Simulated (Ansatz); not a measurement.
## FeSi, point defects

The reference is an 8-atom supercell of FeSi (space group P2_13, No. 198; non-magnetic) at its relaxed geometry.

```
CELL_PARAMETERS angstrom
      4.40344     0.00000     0.00000
      0.00000     4.40344     0.00000
      0.00000     0.00000     4.40344
ATOMIC_POSITIONS crystal
  Fe 0.13714 0.13714 0.13714
  Fe 0.63714 0.36286 0.86286
  Fe 0.86286 0.63714 0.36286
  Fe 0.36286 0.86286 0.63714
  Si 0.84125 0.84125 0.84125
  Si 0.34125 0.65875 0.15875
  Si 0.15875 0.34125 0.65875
  Si 0.65875 0.15875 0.34125
```

One neutral defect a cell, atoms relaxed at fixed cell.

Level of theory: Ansatz (a first-principles code), PBEsol, PAW, cutoff 420 eV, without spin-orbit coupling, earlier PAW set.

| case | largest displacement of a host atom from its site in the perfect cell | pressure |
|---|---|---|
| perfect supercell | – | -0.1 GPa |
| Fe vacancy | 0.17 Å | -7.2 GPa |
| Fe on a Si site (antisite) | 0.14 Å | 0.1 GPa |
| Zn on a Si site | 0.14 Å | 7.3 GPa |
| Si on a Fe site (antisite), symmetric start | 0.19 Å | 10.0 GPa |
| H interstitial (started 1.80 Å from the nearest host atom) | 0.07 Å | 6.6 GPa |

Other magnetic orders, which the real material may have, were not ruled out. The cell is small, so the values are those of an ordered compound at a high defect concentration; dilute-limit values will differ. Defects with a symmetric start kept the site's symmetry and may sit on a saddle; the others started slightly shaken. Starting moments died away, wholly or in part, for the base and Si on a Fe site (antisite); another magnetic solution may exist. Spin-polarised in the final run: Fe vacancy, Fe on a Si site (antisite), Zn on a Si site, Si on a Fe site (antisite) and H interstitial (started 1.80 Å from the nearest host atom); the other runs are not.
